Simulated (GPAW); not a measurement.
## GPAW run on FeCo (Pm-3m, 2 atoms in the cell): self-consistent single point

Method: PBE, GPAW PAW datasets PBE (gpaw-data 1.0.1) (plane waves; GPAW).

Input:

```python
from ase import Atoms
from ase.units import GPa
from gpaw import GPAW, PW, FermiDirac

atoms = Atoms(['Fe', 'Co'],
              cell=[[2.776004, 0.000000, 0.000000],
                    [0.000000, 2.776004, 0.000000],
                    [0.000000, 0.000000, 2.776004]],
              positions=[[0.000000, 0.000000, 0.000000],
                         [1.388002, 1.388002, 1.388002]],
              pbc=True)

atoms.set_initial_magnetic_moments([4.0, 3.0])

calc = GPAW(spinpol=True,
            mode=PW(850),
            xc='PBE',
            kpts={'size': (10, 10, 10), 'gamma': True},
            occupations=FermiDirac(0.1),
            nbands=-8,
            convergence={'forces': 0.001},
            symmetry={'symmorphic': False, 'tolerance': 0.0005},
            maxiter=120)

atoms.calc = calc

energy = atoms.get_potential_energy()
print('Energy (eV):', round(energy, 6))
forces = atoms.get_forces()
print('Forces (eV/Ang):')
print(forces.round(5))
stress = atoms.get_stress()
print('Stress (GPa, Voigt):', (stress / GPa).round(4))
```

The program printed (abridged):

```
Input parameters:
  convergence: {forces: 0.001}
  kpts: {gamma: True,
         size: (10, 10, 10)}
  maxiter: 120
  mode: {ecut: 850.0,
         name: pw}
  nbands: -8
  occupations: {fixmagmom: False,
                name: fermi-dirac,
                width: 0.1}
  spinpol: True
  symmetry: {symmorphic: False,
             tolerance: 0.0005}
  xc: PBE

species:
  Fe:
    name: Iron
    Z: 26.0
    valence: 8
    core: 18
    charge: 0.0
    file: Fe.PBE.gz

    # Using partial waves for Fe as LCAO basis

  Co:
    name: Cobalt
    Z: 27.0
    valence: 9
    core: 18
    charge: 0.0
    file: Co.PBE.gz

    # Using partial waves for Co as LCAO basis

Reference energy: -72522.164506  # eV

Spin-polarized calculation.
Initial magnetic moment: 7.000000

Convergence criteria:
 Maximum [total energy] change in last 3 cyles: 0.0005 eV / valence electron
 Maximum integral of absolute [dens]ity change: 0.0001 electrons / valence electron
 Maximum integral of absolute [eigenst]ate change: 4e-08 eV^2 / valence electron
 Maximum change in the atomic [forces] across last 2 cycles: 0.001 eV/Ang OR
Maximum error relative to the maximum force is below inf
 Maximum number of scf [iter]ations: 120

Symmetries present (total): 48
Symmetries with fractional translations: 0
1000 k-points: 10 x 10 x 10 Monkhorst-Pack grid + [1/20,1/20,1/20]
56 k-points in the irreducible part of the Brillouin zone
       k-points in crystal coordinates                weights
   0:     0.00000000    0.00000000    0.00000000          1/1000
   1:     0.10000000    0.00000000    0.00000000          6/1000
   2:     0.10000000    0.10000000    0.00000000         12/1000
   [... 7 lines left out ...]
          ...
  55:     0.50000000    0.50000000    0.50000000          1/1000

Wave functions: Plane wave expansion
  Cutoff energy: 850.000 eV
  Number of coefficients (min, max): 1190, 1228
  Pulay-stress correction: 0.000000 eV/Ang^3 (de/decut=0.000000)

Occupation numbers: Fermi-Dirac:
  width: 0.1000  # eV

Eigensolver

Densities:
  Coarse grid: 20*20*20 grid
  Fine grid: 40*40*40 grid
  Total Charge: 0.000000

Density mixing:
  Method: difference
  Backend: pulay
  Linear mixing parameter: 0.05
  old densities: 5
  Damping of long wavelength oscillations: 50

Hamiltonian:
  XC and Coulomb potentials evaluated on a 40*40*40 grid
  External potential:
    NoExternalPotential

XC parameters: PBE with 2 nearest neighbor stencil

Number of atoms: 2
Number of atomic orbitals: 18
Number of bands in calculation: 20
Number of valence electrons: 17
Bands to converge: occupied

Density initialized from atomic densities
  18 bands from LCAO basis set
  2 bands from random numbers

Atomic positions and initial magnetic moments

Positions:
   0 Fe     0.000000    0.000000    0.000000    ( 0.0000,  0.0000,  4.0000)
   1 Co     1.388002    1.388002    1.388002    ( 0.0000,  0.0000,  3.0000)

Unit cell:
           periodic     x           y           z      points  spacing
  1. axis:    yes    2.776004    0.000000    0.000000    20     0.1388
  2. axis:    yes    0.000000    2.776004    0.000000    20     0.1388
  3. axis:    yes    0.000000    0.000000    2.776004    20     0.1388

  Lengths:   2.776004   2.776004   2.776004
  Angles:   90.000000  90.000000  90.000000

Effective grid spacing dv^(1/3) = 0.1388

     iter     time        total  log10-change:         magmom
                         energy   eigst   dens  force
iter:   1 --:--:--   -16.862230                          +7.0116
iter:   2 --:--:--   -17.302145   -1.22  -1.48           +5.4726
iter:   3 --:--:--   -17.356522   -2.10  -1.52           +4.5120
iter:   4 --:--:--   -17.377955   -2.43  -1.73           +4.4751
iter:   5 --:--:--   -17.372852   -3.19  -1.81           +4.4622
iter:   6 --:--:--   -17.828774   -2.11  -1.90           +4.4396
iter:   7 --:--:--   -17.395301   -2.25  -1.57           +4.4398
iter:   8 --:--:--   -17.382730   -3.58  -2.38           +4.4368
iter:   9 --:--:--   -17.382450   -4.53  -2.88           +4.4369
iter:  10 --:--:--   -17.382449c  -5.06  -3.18           +4.4367
iter:  11 --:--:--   -17.382270c  -6.03  -2.94           +4.4369
iter:  12 --:--:--   -17.382833c  -4.91  -3.01           +4.4335
iter:  13 --:--:--   -17.382474c  -5.24  -3.03           +4.4303
iter:  14 --:--:--   -17.382336c  -5.67  -3.20           +4.4294
iter:  15 --:--:--   -17.382937c  -4.94  -3.33           +4.4291
iter:  16 --:--:--   -17.382284c  -5.20  -3.02           +4.4285
iter:  17 --:--:--   -17.382270c  -6.95  -3.87           +4.4281
iter:  18 --:--:--   -17.382274c  -6.41  -3.86           +4.4269
iter:  19 --:--:--   -17.382345c  -5.84  -3.98           +4.4276
iter:  20 --:--:--   -17.382351c  -6.72  -4.02c          +4.4285
iter:  21 --:--:--   -17.382364c  -7.96c -4.50c          +4.4289
iter:  22 --:--:--   -17.382397c  -7.21  -4.31c          +4.4303
iter:  23 --:--:--   -17.382397c  -8.52c -3.98           +4.4303
iter:  24 --:--:--   -17.382397c  -9.04c -3.93           +4.4303
iter:  25 --:--:--   -17.382397c  -9.04c -3.91           +4.4303
iter:  26 --:--:--   -17.382398c  -8.85c -3.90           +4.4304
iter:  27 --:--:--   -17.382398c  -8.49c -3.87           +4.4304
iter:  28 --:--:--   -17.382435c  -6.65  -3.90           +4.4304
iter:  29 --:--:--   -17.382435c  -8.57c -3.48           +4.4304
iter:  30 --:--:--   -17.382401c  -6.25  -3.48           +4.4308
iter:  31 --:--:--   -17.382411c  -7.03  -3.95           +4.4306
iter:  32 --:--:--   -17.382399c  -7.27  -3.65           +4.4307
iter:  33 --:--:--   -17.382398c  -7.15  -3.97           +4.4307
iter:  34 --:--:--   -17.382415c  -6.61  -4.52c          +4.4306
iter:  35 --:--:--   -17.382400c  -7.00  -3.72           +4.4307
iter:  36 --:--:--   -17.382400c  -8.07c -4.44c -22.95c   +4.4307

Converged after 36 iterations.

Dipole moment: (0.000000, -0.000000, -0.000000) |e|*Ang

Total magnetic moment: (0.000000, 0.000000, 4.430673)
Local magnetic moments:
   0 Fe ( 0.000000,  0.000000,  2.705795)
   1 Co ( 0.000000,  0.000000,  1.792595)

Energy contributions relative to reference atoms: (reference = -72522.164506)

Kinetic:        +26.528019
Potential:      -21.724756
External:        +0.000000
XC:             -22.195078
Entropy (-ST):   -0.046974
Local:           +0.032902
SIC:             +0.000000
--------------------------
Free energy:    -17.405887
Extrapolated:   -17.382400

Spin contamination: 0.109402 electrons
Showing only first 2 kpts
                      Up                     Down
 Kpt  Band  Eigenvalues  Occupancy  Eigenvalues  Occupancy
  0     6      9.50503    1.00000     12.28810    0.00018
  0     7      9.50503    1.00000     12.28810    0.00018
  0     8     10.73975    0.99895     13.12879    0.00000
  0     9     10.73975    0.99895     13.12879    0.00000

  1     6      9.41035    1.00000     12.16652    0.00061
  1     7      9.54235    1.00000     12.33367    0.00011
  1     8     10.56383    0.99982     12.89879    0.00000
  1     9     10.56383    0.99982     12.89879    0.00000

Fermi level: 11.42563

No gap
No difference between direct/indirect transitions
Energy (eV): -17.3824

Forces in eV/Ang:
  0 Fe    0.00000    0.00000    0.00000
  1 Co    0.00000    0.00000    0.00000

Stress tensor:
    -0.118304     0.000000     0.000000
     0.000000    -0.118304     0.000000
     0.000000     0.000000    -0.118304
Stress (GPa, Voigt): [-18.9545 -18.9545 -18.9545   0.       0.       0.    ]
```

The run converged in 36 iterations. GPAW prints stress with tension positive.

The starting cell comes from a database of computed structures (which also holds hypothetical and non-ambient phases and stackings), without a prior relaxation at this level. Its lattice was rescaled by a random factor within 2.5 % of one. The magnetic order is the one reached from the typed start; others were not searched systematically. With a pressure of about 19 GPa the cell is away from its equilibrium volume at this level.

Cost on one core of a shared machine: roughly 2 min.
